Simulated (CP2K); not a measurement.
Band structure of Tl3Zn (I4/mmm, 4 atoms in the cell).

```xyz
4
Lattice="5.9863 0.0000 0.0000 2.2017 5.5667 0.0000 -4.0940 -2.7833 3.3657" Properties=species:S:1:pos:R:3 pbc="T T T"
Zn     0.0000     0.0000     0.0000
Tl     2.9931     0.0000     1.6828
Tl     1.1009     2.7833     1.6828
Tl     4.0940     2.7833     0.0000
```

Method: PBEsol, GPW, DZVP-MOLOPT-SR-GTH basis, GTH-PBE potentials (GTH_POTENTIALS) run with CP2K.

Settings: CUTOFF = 600 Ry; REL_CUTOFF = 60 Ry; SMEAR/METHOD = MARZARI_VANDERBILT; SIGMA = 0.05 eV; KPOINTS/SCHEME = MONKHORST-PACK 5 5 5; XC_FUNCTIONAL = PBE:PBESOL; Zn/BASIS_SET = DZVP-MOLOPT-SR-GTH-q12; Zn/POTENTIAL = GTH-PBE-q12; Tl/BASIS_SET = DZVP-MOLOPT-SR-GTH-q13; Tl/POTENTIAL = GTH-PBE-q13; METHOD = GPW; EPS_DEFAULT = 1e-10; EXTRAPOLATION = USE_GUESS; NGRIDS = 5.

The starting cell comes from a database of computed structures (which also holds hypothetical and non-ambient phases and stackings), without a prior relaxation at this level. Spin-orbit coupling is off. Values carry the incompleteness of an atom-centred basis. The potentials were made for another functional than the one used.

Levels in eV from the Fermi level, bands 23 to 28:
```json
[
 {"point": "Γ", "23": "-3.11", "24": "-1.67", "25": "-0.80", "26": "0.43", "27": "0.43", "28": "1.15"},
 {"point": "X", "23": "-5.09", "24": "-3.04", "25": "-2.73", "26": "-2.34", "27": "1.41", "28": "1.48"},
 {"point": "Y", "23": "-5.75", "24": "-3.83", "25": "-1.52", "26": "-0.90", "27": "1.52", "28": "1.56"},
 {"point": "S", "23": "-5.70", "24": "-2.17", "25": "0.09", "26": "1.57", "27": "2.40", "28": "2.50"},
 {"point": "Z", "23": "-3.20", "24": "-1.43", "25": "-1.30", "26": "-1.30", "27": "4.32", "28": "4.32"},
 {"point": "S1", "23": "-5.70", "24": "-2.17", "25": "0.09", "26": "1.57", "27": "2.40", "28": "2.50"},
 {"point": "N", "23": "-4.40", "24": "-2.98", "25": "0.70", "26": "0.89", "27": "1.23", "28": "1.75"},
 {"point": "P", "23": "-5.59", "24": "-3.72", "25": "-1.05", "26": "-0.97", "27": "-0.97", "28": "-0.63"},
 {"point": "Y1", "23": "-5.75", "24": "-3.83", "25": "-1.52", "26": "-0.90", "27": "1.52", "28": "1.56"}
]
```

Bands cross the Fermi level along this path, so the cell is metallic at this level.

Higher empty bands are left out: an atom-centred basis made for the valence describes them poorly.
